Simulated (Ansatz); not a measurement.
System: HfO₂ (Pnma, No. 62, 12 atoms in the cell; start mp-741; a measured phase of this formula has another space group). Method: r²SCAN-D4 (Ansatz, a quantum-chemistry and plane-wave program, PAW).

Run with plane-wave cutoff 500 eV, 8×12×6 k mesh (along the axes of the cell as run), gaussian smearing 0.02 eV, scalar-relativistic PAW data made under PBE.

Cell (relaxed at this level):

```xyz
12
Lattice="5.5333 0.0000 0.0000 0.0000 3.3092 0.0000 0.0000 0.0000 6.4555" Properties=species:S:1:pos:R:3 pbc="T T T"
Hf     4.1636     0.8273     0.7069
Hf     1.3698     2.4819     5.7486
Hf     4.1364     2.4819     3.9346
Hf     1.3969     0.8273     2.5209
O      5.4064     2.4819     2.1952
O      0.1270     0.8273     4.2603
O      2.8936     0.8273     5.4229
O      2.6397     2.4819     1.0326
O      4.7589     2.4819     5.9691
O      0.7744     0.8273     0.4864
O      3.5411     0.8273     2.7413
O      1.9923     2.4819     3.7142
```

Task: What does this level give for the band gap?

Result: 
- band gap: 3.97 eV (on the SCF k mesh)

Note: the relaxation could not lower the start's symmetry, so the cell can be a saddle point above a distorted one.

Spin–orbit coupling is not included.

A start named mp-… is a Materials Project structure, which need not be a measured phase.
